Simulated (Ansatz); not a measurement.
Results of PBE0 (Ansatz, a first-principles code, PAW) for Si (Cmcm, No. 63, 12 atoms in the cell; start mp-1095269; another form than the element's usual one).

Run with plane-wave cutoff 460 eV, 6×6×2 k mesh (along the axes of the cell as run), Fermi–Dirac smearing 0.01 eV, scalar-relativistic PAW data made under PBE.

Cell (relaxed with PBEsol):

Space group Cmcm (No. 63); a = 3.823 Å, b = 10.697 Å, c = 12.654 Å, α = 90.00°, β = 90.00°, γ = 90.00°

```
atom  site  symmetry       x       y       z
----  ----  --------  ------  ------  ------
Si      8f       m..  0.0000  0.2430  0.5549
Si      8f       m..  0.0000  0.5713  0.1572
Si      8f       m..  0.0000  0.0288  0.5906
```
(The calculation used a cell of 12 atoms; values per cell refer to that cell.)

### Question
Predict the band gap, smallest direct gap on the k points sampled and direct gap at Γ.

### Answer

* **band gap**: 1.67 eV (indirect)
* **smallest direct gap on the k points sampled**: 1.74 eV
* **direct gap at Γ**: 2.35 eV

Note: cell and atoms aren't relaxed at this level (largest force component 0.03 eV/Å).

The computed numbers hold no vibrational or temperature effects.

It cost very roughly 12 core-minutes of CPU time.

A start named mp-… is a Materials Project structure, which need not be a measured phase.
